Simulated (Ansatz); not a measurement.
Take MoS2 in the 3R-MoS2 type structure (space group R3m, No. 160; layered, stacked along the Cartesian z axis) as the base.

```xyz
3
Lattice="1.5578 0.8994 5.7855 -1.5578 0.8994 5.7855 0.0000 -1.7988 5.7855" Properties=species:S:1:pos:R:3 pbc="T T T"
Mo     0.0000     0.0000     0.0007
S      0.0000     0.0000    13.1296
S      0.0000     0.0000    10.0110
```

Computed with PBEsol-D3(BJ) (Ansatz, a first-principles code), no SOC.

One change was made to it. Results:

The shortest interatomic distance drops by 0.039 Å to 2.341 Å; the band gap changes from 0.50 eV to zero.

Which of these changes matches the shifts?
A. pressure 15 GPa
B. pressure 7 GPa
C. pressure 50 GPa

A, pressure 15 GPa. For comparison, the shortest interatomic distance in the other runs: pressure 50 GPa gives 2.282 Å; pressure 7 GPa gives 2.360 Å.

The mesh was chosen for an insulator and is coarse for the gapless case. Load acts through the strain it causes; cell and atoms are relaxed under it. Stability against distortions was not tested. No other phases were tried under pressure. All final runs are without spin polarisation. The zero or small gap of MoS2 under pressure 15 GPa and MoS2 under pressure 7 GPa can change with the level of theory.
